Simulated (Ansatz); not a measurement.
Consider BaTiO₃ (space group R3m, No. 160).

```
CELL_PARAMETERS angstrom
      2.81763     1.62676     2.30864
     -2.81763     1.62676     2.30864
      0.00000    -3.25352     2.30864
ATOMIC_POSITIONS crystal
  Ba 0.00046 0.00046 0.00046
  Ti 0.51149 0.51149 0.51149
  O  0.48847 0.98221 0.48847
  O  0.48847 0.48847 0.98221
  O  0.98221 0.48847 0.48847
```

Method: Kohn–Sham DFT with the PBEsol functional, run in Ansatz (a program for electronic structure) with PAW and 420 eV plane waves, without spin-orbit coupling, earlier PAW set.

For the base:

| Property | Value |
|---|---|
| Smallest direct gap | 2.62 eV |
| Lattice parameter a | 5.635 Å |

One thing is altered: a negative pressure, −2 GPa.

Question: What happens to the smallest direct gap, mean gap deformation potential ΔEg/Δln V and lattice parameter a?

Answer: The smallest direct gap increases by 0.179 eV, from 2.62 eV to 2.79 eV; the mean gap deformation potential ΔEg/Δln V amounts to +6.6 eV; the lattice parameter a goes up by 0.030 Å (5.635 Å → 5.665 Å).

Load acts through the strain it causes; cell and atoms are relaxed under it. Whether these cells are dynamically stable was not tested. All final runs are without spin polarisation. This is not the structure that BaTiO3 has at room temperature and ambient pressure.
